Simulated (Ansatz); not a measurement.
# WS2: point defects

Base system: a 12-atom supercell of WS2 in the 2H-MoS2 type structure (space group P6_3/mmc, No. 194; a = 3.154 Å, c = 12.137 Å; layered, stacked along the Cartesian z axis) at its relaxed geometry.

One neutral defect a cell, atoms relaxed at fixed cell.

Levels (all Ansatz, an electronic-structure program, PAW): PBE-D3(BJ) (420 eV, no spin-orbit coupling); PBEsol-D3(BJ) (420 eV, no SOC).

The base cell above is that of PBE-D3(BJ); each level relaxes its own structures.

| case | pressure, PBE-D3(BJ) | pressure, PBEsol-D3(BJ) |
|---|---|---|
| Se on a S site | 1.2 GPa | 1.4 GPa |
| Pb on a S site | 2.9 GPa | ___ |
| Re on a W site | -0.4 GPa | ___ |

Some entries are withheld; estimate them.


- Pb on a S site, pressure, PBEsol-D3(BJ): 3.9 GPa
- Re on a W site, pressure, PBEsol-D3(BJ): -0.9 GPa

The two levels differ by at most about 1.0 GPa. They put the cases in the same order.

Other magnetic orders, which the real material may have, were not ruled out. In so small a cell the defect repeats every few ångströms: this is an ordered compound, not a dilute defect. The mesh was chosen for an insulator and is coarse for the gapless case. Starting moments died away, wholly or in part, for Se on a S site, Pb on a S site and Re on a W site; another magnetic solution may exist.
